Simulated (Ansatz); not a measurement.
The parent structure is BAs in the zinc blende structure (space group F-43m, No. 216).

```
BAs
1.0
    0.00000     2.38393     2.38393
    2.38393     0.00000     2.38393
    2.38393     2.38393     0.00000
As B
1 1
Direct
  0.75000   0.75000   0.75000
  0.00000   0.00000   0.00000
```

Levels (all Ansatz, a program for electronic structure, PAW): PBEsol (420 eV, no spin-orbit coupling); HSE06 (420 eV, scalar-relativistic without spin-orbit coupling).

Its gap is 1.08 eV with PBEsol and 1.82 eV with HSE06.

Perturbation: every lattice vector is shortened by 2.06 %, atoms relaxed at fixed cell.

With PBEsol the gap becomes 1.02 eV.

Q: If the HSE06 correction stayed the same, what would the HSE06 gap be, and what does the HSE06 run give?

A: A rigid correction of +0.74 eV gives 1.76 eV. The HSE06 run gives 1.76 eV, so the two effects roughly add.

Single points use the geometry relaxed with PBEsol. HSE06 was sampled on its mesh, a few special points and the semilocal edge points, so its gap is an upper bound. The cells carry an imposed strain or load. Stability against distortions was not tested.
